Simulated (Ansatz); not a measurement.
Where the default PAW files enter, the runs use the earlier of Ansatz's two default sets.

Here is the system:

```
MgO
1.0
    2.96561     0.00000     0.00000
    0.00000     2.96561     0.00000
    1.48280    -1.48280     2.09700
Mg O
1 1
Direct
  0.00000   0.00000   0.00000
  0.50000   0.50000   0.00000
```

Space group of this cell: Fm-3m, rock salt. The cell is taken as given; by r2SCAN its mean pressure is 1.7 GPa.

Computed with r2SCAN (plane waves, PAW; Ansatz, a first-principles code).

The current runs along the normal of the first two printed vectors; no spin-orbit coupling. Scaled by the factor s: both lengths across the current (ions clamped). Meshes 14×14×14 and 10×10 across the current in all rows.

```json
[
 {"s": "0.98", "mean pressure (GPa)": "9.4", "slowest mid-gap decay constant κ (1/Å)": "?"},
 {"s": "1.00", "mean pressure (GPa)": "1.7", "slowest mid-gap decay constant κ (1/Å)": "0.377"},
 {"s": "1.02", "mean pressure (GPa)": "-4.6", "slowest mid-gap decay constant κ (1/Å)": "0.366"}
]
```

Question: Take the slope of the slowest mid-gap decay constant κ against ln s from the two given rows, extrapolate to s = 0.98, and say what the run there gives.

Answer: Slope = (0.366 − 0.377) / ln 1.02 = -0.555 1/Å. The line gives 0.377 + (-0.555) × ln 0.98 = 0.388 1/Å. The run gives 0.388 1/Å, as the line does.
